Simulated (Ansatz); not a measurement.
Levels about the gap of amorphous Si$_{24}$O$_{48}$H$_{2}$ (74 atoms in a cell of 1174 Å³, 2.04 g/cm³; zone centre alone, so wide bands show as single levels with stretches between that a denser mesh fills), at the geometry that PBE relaxed, where it gives 0.0 GPa on a denser mesh. The participation number counts the atoms over which a state spreads; weights are charges in smoothed Voronoi cells. The levels come from a single point, so bond lengths are those of that geometry. Method of the levels: PBE, scalar-relativistic without spin-orbit coupling (Ansatz, a first-principles code). Sampling: the zone centre alone; Fermi-Dirac width 0.02 eV; no spin polarisation. The usual formal charges leave 2 electrons over, so the level spacing at the Fermi energy parts defect or band states and needn't be the band gap. At PBE the levels at the filled edge of the gap are localised (band-tail or defect states), and the nearest spread-out levels lie 5.5 eV apart at the zone centre.

The cell was made by melting and quenching with the CHGNet potential and then relaxed with DFT. O atoms were pushed apart under 1.9 Å during the dynamics, to hinder bonds among them. The hot cell started wider than the set density and was brought back towards it in steps. It is the lowest in DFT energy of 2 quenches. It is a model cell: composition and starting density were chosen by hand, and all elements were melted together. No dispersion term was used. Its density started from a set value of 2.18 and ended at 2.04 g/cm³. The quench (nominally 800 K/ps over its main leg) was far faster than any real one, so the model tends to hold more defects than a real film. One small periodic cell is one sample of the glass; other quenches scatter about these values. Volume and shape were free in the relaxation.

```tsv
E - E(highest filled), eV	filling	participation number	largest on	weight O	weight Si	weight H
-2.63	filled	10.1	O, 2 neighbours	0.94	0.05	0.00
-2.45	filled	9.9	O, 2 neighbours	0.94	0.04	0.02
-2.41	filled	6.2	O, 2 neighbours	0.94	0.04	0.02
-2.36	filled	6.7	O, 2 neighbours	0.94	0.05	0.01
-2.13	filled	6.0	O, 2 neighbours	0.93	0.04	0.03
-2.07	filled	4.9	O, 2 neighbours	0.92	0.04	0.04
0.00	filled	3.9	Si, 3 neighbours	0.34	0.49	0.17
2.83	empty	63.3	O, 2 neighbours	0.71	0.28	0.01
3.96	empty	29.7	Si, 4 neighbours	0.66	0.33	0.01
4.34	empty	39.0	Si, 4 neighbours	0.64	0.34	0.03
4.46	empty	46.4	O, 2 neighbours	0.70	0.29	0.01
4.72	empty	42.7	Si, 3 neighbours	0.65	0.32	0.03
4.77	empty	42.6	Si, 3 neighbours	0.62	0.33	0.05
4.87	empty	37.4	Si, 3 neighbours	0.64	0.34	0.02
```

Most localised among these is the filled level at +0.00 eV, on a Si atom, which has 3 neighbours (O 1.73 Å, O 1.80 Å, O 1.86 Å).
